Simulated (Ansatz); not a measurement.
Worked example: relaxation of the atoms of Fe3Ge (P4mm, 4 atoms in the cell) in Ansatz (a quantum-chemistry and plane-wave program).

Level of theory: LDA (PW92), default PAW files made with PBE (plane waves; Ansatz).

The change in words: one atom moved by 0.15 angstrom; relax: default → atoms; relax.f_tol: default → 0.01 eV/Å. Reference geometry:
```xyz
4
Lattice="3.6495 0.0000 0.0000 0.0000 3.6495 0.0000 0.0000 0.0000 3.6495" Properties=species:S:1:pos:R:3 pbc="T T T"
Fe     0.0000     1.8248     1.8248
Fe     1.8248     0.0000     1.8248
Fe     1.8248     1.8248     0.0000
Ge     0.0000     0.0000     0.0000
```
Moments meant for the start (each program seeds them in its own way; μB, in the order of the atoms Fe Fe Fe Ge): 4.0 4.0 4.0 0.0.

Reference input (self-consistent single point, DFT, LDA (PW92), plane waves, default PAW files made with PBE): basis.ecutwfc = 420 eV; kpoints.mp_grid.grid = 9 9 9; hamiltonian.xc = lda; hamiltonian.pseudopotentials = {kind: paw} (the program's default PAW files); magnetization.spin_polarized = true; scf.occupations.method = gaussian; scf.occupations.width = 0.1 eV. This run's input differs from it in these lines:

```diff
@@ -7,3 +7,3 @@
   atoms:
-    - { symbol: Fe, position_ang: [0.00000000, 1.82475900, 1.82475900], spin: 4.0 }
+    - { symbol: Fe, position_ang: [0.14999884, 1.82475900, 1.82475900], spin: 4.0 }
     - { symbol: Fe, position_ang: [1.82475900, 0.00000000, 1.82475900], spin: 4.0 }
@@ -22,2 +22,4 @@
   occupations: { method: gaussian, width: 0.1 eV }
+relax:
+  f_tol: 0.01
 output:
```

The program printed (abridged):

```
   [... SCF lines of the steps left out ...]
relax step   1: F+E_penalty+E_count = -17475.76132702 eV  Δ(F+E_penalty+E_count) = +0.000e0 eV  max|allowed force component| = 6.044e-1 eV/Å  Δτ_max = 0.0000 Å  (13 SCF iters, dr2 threshold 2.50e-6 eV, accepted)
relax step   2: F+E_penalty+E_count = -17475.77802274 eV  Δ(F+E_penalty+E_count) = -1.670e-2 eV  max|allowed force component| = 4.678e-1 eV/Å  Δτ_max = 0.0206 Å  (8 SCF iters, dr2 threshold 2.28e-5 eV, accepted)
relax step   3: F+E_penalty+E_count = -17475.80564863 eV  Δ(F+E_penalty+E_count) = -2.763e-2 eV  max|allowed force component| = 8.943e-3 eV/Å  Δτ_max = 0.0898 Å  (8 SCF iters, dr2 threshold 1.37e-5 eV, accepted)
relax step   4: F+E_penalty+E_count = -17475.80565653 eV  Δ(F+E_penalty+E_count) = -7.902e-6 eV  max|allowed force component| = 8.961e-3 eV/Å  Δτ_max = 0.0000 Å  (7 SCF iters, accepted)
the relaxation is at rest under the 8 symmetry operations that the run kept from its start: a minimum is not shown …
the relaxation's final electronic state is not compared with the one that a single-point calculation of its input finds at the relaxed geometry …
Magnetization: 6.2472 μB (34.1236 up, 27.8764 down)
Absolute magnetization: 6.6058 μB (∫|ρ↑−ρ↓|, with the PAW one-centre terms)
Spin contamination: 0.0877 ħ² per cell (⟨S²⟩ above its minimum at these occupations)
   [... lines left out ...]
Free energy (F): -17475.805657 eV
Fermi energy:    17.546049 eV
   [... lines left out ...]
  F+E_penalty+E_count = -17475.80565653 eV   max|allowed force component| = 8.961e-3 eV/Å
  atoms:
    - { symbol: Fe, position: [0.010851483921876811, 0.4999999999999999, 0.4999999999999999] }
    - { symbol: Fe, position: [0.5102289205011727, -2.770539070647956e-34, 0.4999999999999999] }
    - { symbol: Fe, position: [0.5102289205011727, 0.4999999999999999, 0.0] }
    - { symbol: Ge, position: [0.009791675262651487, 1.9789564790342543e-34, 0.0] }
```

The run converged. 

Summary of the result:
- Free energy E − TS (on the zero of these files): -17475.8057 eV
- Fermi level (on the code's own zero): 17.55 eV
- Pressure: -17.19 GPa
- Largest force (vector length): 0.009 eV/Å
- Size of the cell's spin moment: 6.25 μB
- Relaxation steps: 4

The starting cell comes from a database of computed structures (which also holds hypothetical and non-ambient phases and stackings), without a prior relaxation at this level. Its lattice was rescaled by up to half a per cent. For this run, on top of that: one atom moved by 0.15 angstrom. The magnetic order is the one reached from the typed start; others were not searched systematically. The relaxation keeps the symmetry of its start, so its end need not be a minimum. Ansatz's pressure includes its estimate of the finite-basis (Pulay) stress.

Cost on one core of a shared machine: roughly 60 s.

Keys are those of Ansatz 0.2.
